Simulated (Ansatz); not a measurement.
Data:

```
CELL_PARAMETERS angstrom
      0.00000     2.17024     2.10703
      2.17024     0.00000     2.10703
      2.17024     2.17024     0.00000
ATOMIC_POSITIONS crystal
  Mg 0.00000 0.00000 0.00000
  O  0.50000 0.50000 0.50000
```

The numbers are results of PBEsol, rigid bands (plane waves, PAW, scalar-relativistic; Ansatz, a first-principles code), not measurements. Condition of this run: biaxial strain xx = yy = +3 %, z clamped. Cell: cell and atoms relaxed with PBEsol, then loaded as said.

Problem. What conductivity effective mass do dilute electrons have at 300 K?

Solution. 0.32 (x), 0.32 (y), 0.34 (z) mₑ.

Problem. Predict the hole conductivity mass (n e² τ/σ) at 300 K, by direction if it differs.

Solution. 2.2 (x), 2.2 (y), 2.1 (z) mₑ.

Problem. And the band gap?

Solution. 4.05 eV at this level; semilocal functionals usually fall short of the measured gap.

Rigid bands, one relaxation time for all states, no polarons. Spin-orbit coupling is left out.
